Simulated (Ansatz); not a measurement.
## tetragonal BaTiO3 (1 1 0) on zinc-blende GaAs (1 1 0) (film strained to the substrate, started from cuts of the bulks and a machine-learned relaxation; slabs As8Ga8 and Ba3Ti3O11, which can lie off the formulas)

A periodic stack without vacuum, tetragonal BaTiO3 (1 1 0) on zinc-blende GaAs (1 1 0) (film strained to the substrate, started from cuts of the bulks and a machine-learned relaxation; slabs As8Ga8 and Ba3Ti3O11, which can lie off the formulas): substrate slab As8Ga8, film Ba3Ti3O11, surface cells [[0, -1], [1, 0]] and [[1, 0], [0, 1]], film strained by -3.3 and +1.9 %, outermost planes AsGa/AsGa and O/O as cut, which need not be the usual terminations and can put a slab off its formula.

The start was prepared with a machine-learned potential, and the result is one local minimum, with the in-plane cell held and forces under 0.04 eV/Å; the film can end far from its bulk form.

Computed with PBE (plane waves to 420 eV, PAW; Ansatz, an electronic-structure program). Spin–orbit coupling is left out; PBE gaps are too small against experiment. Its k-point mesh 6×4×1, Fermi–Dirac width 0.05 eV.

interface area: 23.3 Å²
period: 26.50 Å
heights between the nearest atoms of the two slabs at the two interfaces: 1.24 and 1.55 Å
As–O contacts across the interfaces within 1.22 times the sum of covalent radii: 3, mean 1.80 Å
As–Ba contacts across the interfaces within 1.22 times the sum of covalent radii: 1, mean 3.34 Å
As–Ti contacts across the interfaces within 1.22 times the sum of covalent radii: 1, mean 2.89 Å
Ga–O contacts across the interfaces within 1.22 times the sum of covalent radii: 1, mean 1.87 Å
spin-polarised check at this geometry: falls back to no moment
slope of the mean potential energy in the substrate: +8.8 MV/cm × e

```xyz
33
Lattice="4.0612 0.0004 -0.1152 0.0013 5.7453 0.0632 0.9447 -0.1885 26.4847" Properties=species:S:1:pos:R:3 pbc="T T T"
As     2.7163     1.1871     0.7067
As     0.8790     4.0509     2.8538
As     2.9161     1.1266     4.7370
As     0.9574     3.9655     6.8626
As     3.0496     1.0627     8.8057
As     1.0671     3.8965    10.9169
As     3.2396     0.9291    12.9900
As     0.2930     4.8229    15.9951
Ga     2.9013    -0.2964     2.7078
Ga     0.4673     2.7832     0.8150
Ga     2.9873    -0.3472     6.7682
Ga     0.8838     2.5476     4.8428
Ga     3.1080    -0.3784    10.8588
Ga     1.0203     2.4978     8.8841
Ga     2.2842    -1.1318    14.3710
Ga     1.3542     2.5489    13.0330
Ba     2.2963     1.8855    18.3044
Ti     4.2367     4.7524    18.7661
O      2.4376     4.7667    18.7701
O      0.2587     0.3567    17.1857
O      0.3758     3.5107    17.2211
Ba     2.3576     4.7134    21.5175
Ti     4.3280     1.8341    21.3866
O      2.5062     1.8539    21.4030
O      4.4584     3.2803    19.9398
O      4.4667     0.4742    19.9139
Ba     2.4382     1.8113    24.1890
Ti     4.3918     4.6560    24.3074
O      2.5909     4.6792    24.2168
O      4.5314     0.4411    22.7666
O      4.5014     3.2665    22.7921
O      4.8147     3.3546    25.6092
O      4.3544     0.3907    25.6184
```
